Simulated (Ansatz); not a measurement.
A. GaAs in the zinc blende structure
B. ZnS (zinc blende, F-43m)
C. zinc blende SiC
D. InP in the zinc blende structure

Question: Rank these crystals by direction-averaged lattice thermal conductivity at 300 K, highest first (the linearised phonon Boltzmann equation (three-phonon plus isotope scattering), PBEsol in Ansatz, a program for electronic structure).

Answer: C (430 W/(m K)), D (91 W/(m K)), B (54 W/(m K)), A (41 W/(m K))

 Spin-orbit coupling is not included.

The result is for a perfect infinite crystal and omits four-phonon processes.
